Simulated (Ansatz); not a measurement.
Density of states of GaN (P6_3mc) above the conduction band minimum, PBEsol with spin-orbit coupling, rigid bands run with Ansatz (an electronic-structure program); cell volume 45.5 Å³.

```json
[
 {"energy from edge (eV)": "0.006", "10⁻³ states/eV/cell": "1.78"},
 {"energy from edge (eV)": "0.031", "10⁻³ states/eV/cell": "3.98"},
 {"energy from edge (eV)": "0.056", "10⁻³ states/eV/cell": "5.45"},
 {"energy from edge (eV)": "0.081", "10⁻³ states/eV/cell": "6.83"},
 {"energy from edge (eV)": "0.106", "10⁻³ states/eV/cell": "8.09"},
 {"energy from edge (eV)": "0.131", "10⁻³ states/eV/cell": "9.16"},
 {"energy from edge (eV)": "0.156", "10⁻³ states/eV/cell": "10.3"},
 {"energy from edge (eV)": "0.181", "10⁻³ states/eV/cell": "11.5"},
 {"energy from edge (eV)": "0.206", "10⁻³ states/eV/cell": "12.7"},
 {"energy from edge (eV)": "0.231", "10⁻³ states/eV/cell": "13.8"},
 {"energy from edge (eV)": "0.256", "10⁻³ states/eV/cell": "15.0"},
 {"energy from edge (eV)": "0.281", "10⁻³ states/eV/cell": "16.2"},
 {"energy from edge (eV)": "0.319", "10⁻³ states/eV/cell": "18.1"},
 {"energy from edge (eV)": "0.344", "10⁻³ states/eV/cell": "19.3"},
 {"energy from edge (eV)": "0.369", "10⁻³ states/eV/cell": "20.5"},
 {"energy from edge (eV)": "0.394", "10⁻³ states/eV/cell": "21.8"},
 {"energy from edge (eV)": "0.419", "10⁻³ states/eV/cell": "23.2"},
 {"energy from edge (eV)": "0.444", "10⁻³ states/eV/cell": "24.5"},
 {"energy from edge (eV)": "0.469", "10⁻³ states/eV/cell": "26.0"},
 {"energy from edge (eV)": "0.494", "10⁻³ states/eV/cell": "27.3"},
 {"energy from edge (eV)": "0.519", "10⁻³ states/eV/cell": "28.8"},
 {"energy from edge (eV)": "0.544", "10⁻³ states/eV/cell": "30.1"},
 {"energy from edge (eV)": "0.569", "10⁻³ states/eV/cell": "31.7"},
 {"energy from edge (eV)": "0.594", "10⁻³ states/eV/cell": "33.3"}
]
```

Problem. What effective density of states at 300 K does this give (∫ g(E) exp(−E/k_BT) dE, both spins, divided by the cell's size)?

Solution. 1.9e18 cm⁻³, a density-of-states mass of 0.179 mₑ, valleys and band degeneracy included.

Geometry: cell and atoms relaxed with PBEsol.
